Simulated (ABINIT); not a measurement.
A self-consistent single point of WSe₂ (P6_3/mmc, 6 atoms in the cell) with ABINIT.

Method: PBEsol, norm-conserving pseudopotentials (PseudoDojo nc-sr-04 PBEsol standard) (plane waves; ABINIT 10.0.3).

```yaml
crystal:
  lattice:
    - [3.32259, 0.00000, 0.00000]
    - [-1.66129, 2.87744, 0.00000]
    - [0.00000, 0.00000, 13.74818]
  atoms:
    - { symbol: W, position: [0.66667, 0.33333, 0.75000] }
    - { symbol: W, position: [0.33333, 0.66667, 0.25000] }
    - { symbol: Se, position: [0.33333, 0.66667, 0.87100] }
    - { symbol: Se, position: [0.66667, 0.33333, 0.12900] }
    - { symbol: Se, position: [0.66667, 0.33333, 0.37100] }
    - { symbol: Se, position: [0.33333, 0.66667, 0.62900] }
```

Reference input (self-consistent single point, DFT, PBE, plane waves, norm-conserving pseudopotentials (PseudoDojo nc-sr-05 PBE standard)): pseudos = [W.upf, Se.upf]; ecut = 43 Ha; ixc = 11; occopt = 1; ngkpt = 6 6 2; nshiftk = 1; shiftk = 0 0 0; potentials = PseudoDojo nc-sr-05 PBE standard; nband = 48; kptopt = 1; nstep = 100; tolvrs = 1e-10. This run's input differs from it in these lines:

```diff
@@ -1,2 +1,2 @@
-# WSe2, PseudoDojo nc-sr-05 PBE standard
+# WSe2, PseudoDojo nc-sr-04 PBEsol standard
 pp_dirpath "./"
@@ -20,3 +20,3 @@
 ecut 43
-ixc 11
+ixc -116133
 occopt 1
```

Its files differ too (potentials: PseudoDojo nc-sr-05 PBE standard → PseudoDojo nc-sr-04 PBEsol standard).

Output, abridged:

```
--- !BeginCycle
solver: {iscf: 7, nstep: 100, nline: 4, wfoptalg: 0, }
tolerances: {tolvrs: 1.00E-10, }
...

     iter   Etot(hartree)      deltaE(h)  residm     vres2
 ETOT  1  -629.71182581599    -6.297E+02 2.122E+00 6.702E+02
 ETOT  2  -635.93072285693    -6.219E+00 2.492E-01 3.386E+03
 ETOT  3  -636.20178996296    -2.711E-01 2.038E-02 2.746E+02
 ETOT  4  -636.21429200062    -1.250E-02 2.034E-02 1.392E+02
 ETOT  5  -636.22732469402    -1.303E-02 7.792E-03 6.320E+00
   [... 11 lines left out ...]
 ETOT 17  -636.22774875677    -9.777E-12 2.647E-04 2.537E-09
 ETOT 18  -636.22774875675     1.819E-11 3.428E-04 2.192E-09
 ETOT 19  -636.22774875676    -8.413E-12 4.017E-04 1.243E-10
 ETOT 20  -636.22774875676    -5.684E-12 5.085E-04 2.321E-11
 At SCF step   20       vres2   =  2.32E-11 < tolvrs=  1.00E-10 =>converged.

 Cartesian components of stress tensor (hartree/bohr^3)
  sigma(1 1)=  1.24625055E-04  sigma(3 2)=  0.00000000E+00
  sigma(2 2)=  1.24625056E-04  sigma(3 1)=  0.00000000E+00
  sigma(3 3)=  5.30894775E-05  sigma(2 1)= -9.61262733E-14

 ----iterations are completed or convergence reached----

 reduced coordinates (array xred) for    6 atoms
       0.666666664477      0.333333331156      0.749999997813
       0.333333331144      0.666666664489      0.249999997813
       0.333333331144      0.666666664489      0.870999997284
       0.666666664477      0.333333331156      0.128999998343
       0.666666664477      0.333333331156      0.370999997284
       0.333333331144      0.666666664489      0.628999998343
 cartesian forces (eV/Angstrom) at end:
   [... lines left out ...]
 Fermi (or HOMO) energy (hartree) =   0.27467   Average Vxc (hartree)=  -0.40707
   [... lines left out ...]
total_energy        : -6.36227748756762E+02
total_energy_eV     : -1.73126374938039E+04
band_energy         : -8.00513214210256E+01
...

-Cartesian components of stress tensor (GPa)         [Pressure= -2.9650E+00 GPa]
- sigma(1 1)=  3.66659509E+00  sigma(3 2)=  0.00000000E+00
- sigma(2 2)=  3.66659511E+00  sigma(3 1)=  0.00000000E+00
- sigma(3 3)=  1.56194609E+00  sigma(2 1)= -2.82813213E-09

 Calculation completed.
```

The run converged in 20 iterations. Against the reference run the pressure goes from 1.42 to -2.97 GPa, the largest force goes from 0.238 to 0.112 eV/Å and the gap on the mesh goes from 1.219 to 1.186 eV.

The starting cell comes from a database of computed structures (which also holds hypothetical and non-ambient phases and stackings), without a prior relaxation at this level. Its lattice was rescaled by a random factor within 2.5 % of one. Spin-orbit coupling is off.

Cost on one core of a shared machine: roughly 7 min.
